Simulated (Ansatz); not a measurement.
Ansatz (an electronic-structure program) run on a sheet of PtSe2 (3 atoms in the cell): self-consistent single point.

Method of the run: PBE (plane waves, PAW; Ansatz).

The change in words: vacuum of 6 angstrom (first run: 14 Å). Reference geometry:
```
PtSe2
1.0
    3.68821     0.00000     0.00000
   -1.84410     3.19408     0.00000
    0.00000     0.00000    16.98204
Pt Se
1 2
Direct
  0.00000   0.00000   0.50000
  0.33333   0.66667   0.58780
  0.66667   0.33333   0.41220
```

Reference input (self-consistent single point, DFT, PBE, plane waves, default PAW files): kpoints.mp_grid.grid = 7 7 1; hamiltonian.xc = pbe; hamiltonian.pseudopotentials = {kind: paw} (the program's default PAW files); scf.occupations.method = cold; scf.occupations.width = 0.1 eV. This run's input differs from it in these lines:

Ansatz 0.2 input:
```diff
@@ -5,7 +5,7 @@
     - [-1.84410400, 3.19408200, 0.00000000]
-    - [0.00000000, 0.00000000, 16.98203800]
+    - [0.00000000, 0.00000000, 8.98204600]
   atoms:
     - { symbol: Pt, position: [0.00000000, 0.00000000, 0.50000000] }
-    - { symbol: Se, position: [0.33333300, 0.66666700, 0.58780000] }
-    - { symbol: Se, position: [0.66666700, 0.33333300, 0.41220000] }
+    - { symbol: Se, position: [0.33333300, 0.66666700, 0.66600000] }
+    - { symbol: Se, position: [0.66666700, 0.33333300, 0.33400000] }
 kpoints:
```

Output, abridged:

```
SCF iter   1: F=—  HF=-23462.107977 eV  |F-HF|=—  |Δ(HF+E_count)|=         —  Δρ=3.12e-3  dr2=1.26e-2  ethr=1.77e-3  ⟨swp⟩=5.8  Hψ=943  notcnv=0
all-band conjugate gradients solve this SCF's bands
preconditioner: auto → Resta (q_TF=auto, 2.408 Å⁻¹)
SCF iter   2: F=—  HF=-23462.107698 eV  |F-HF|=—  |Δ(HF+E_count)|=   2.79e-4  S|Δr|=  8.86e-11  Δρ=1.37e-3  dr2=2.17e-3  ethr=2.51e-5  ⟨swp⟩=2.0  Hψ=404  notcnv=0  defer=3
   [... lines left out ...]
SCF iter   5: F=—  HF=-23462.107787 eV  |F-HF|=—  |Δ(HF+E_count)|=   1.43e-5  S|Δr|=    0.00e0  Δρ=3.38e-5  dr2=2.06e-6  ethr=3.64e-8  ⟨swp⟩=2.0  Hψ=401  notcnv=0  defer=3
SCF iter   6: F=—  HF=-23462.107788 eV  |F-HF|=—  |Δ(HF+E_count)|=   9.32e-7  S|Δr|=    0.00e0  Δρ=1.54e-5  dr2=3.24e-7  ethr=4.11e-9  ⟨swp⟩=2.0  Hψ=401  notcnv=0  defer=3
SCF iter   7: F=-23462.107788 eV  HF=-23462.107788 eV  |F-HF|=3.46e-8  |Δ(HF+E_count)|=   3.12e-7  S|Δr|=    0.00e0  Δρ=3.97e-6  dr2=2.11e-8  ethr=2.00e-10  ⟨swp⟩=9.1  Hψ=1005  notcnv=0
SCF 1 converged in 7 iterations: F = -23462.107788 eV  dr2 = 2.11e-8
Stability not checked (fill_not_monotonic)
Free energy (F): -23462.107788 eV
Internal energy: -23462.107788 eV  (E = F + TS)
E sigma→0 (E₀):  -23462.107788 eV
Fermi energy:    5.403822 eV
--- Forces (eV/Å), atoms counted from 1 ---
  atom   1  Pt     0.00000000    -0.00000000     0.00000000
  atom   2  Se    -0.00000000     0.00000000    -1.48536790
  atom   3  Se     0.00000000    -0.00000000     1.48536790
--- Stress (GPa, compression-positive) ---
       -2.819296      -0.000000       0.000000
       -0.000000      -2.819296       0.000000
       -0.000000       0.000000      -6.692621
  P = ⅓ Tr σ = -4.1104 GPa (-41.104 kbar)
  The stress holds the Pulay correction. Without it, at fixed plane waves, as pw.x and ABINIT print it: P = -4.1278 GPa
```

The run converged in 7 iterations. Against the reference run the free energy is nearly the same (within 1 meV/atom), the largest force hardly changes (1.490 to 1.485 eV/Å) and the gap on the mesh goes from 1.017 to 1.000 eV.

The starting cell was generated: these elements placed on a structure prototype, without a prior relaxation; it need not be a known phase or ordering of this composition. Its lattice was rescaled in the plane by a random factor within 2.5 % of one. Spin-orbit coupling is off. Forces in this geometry exceed 1 eV/Å.
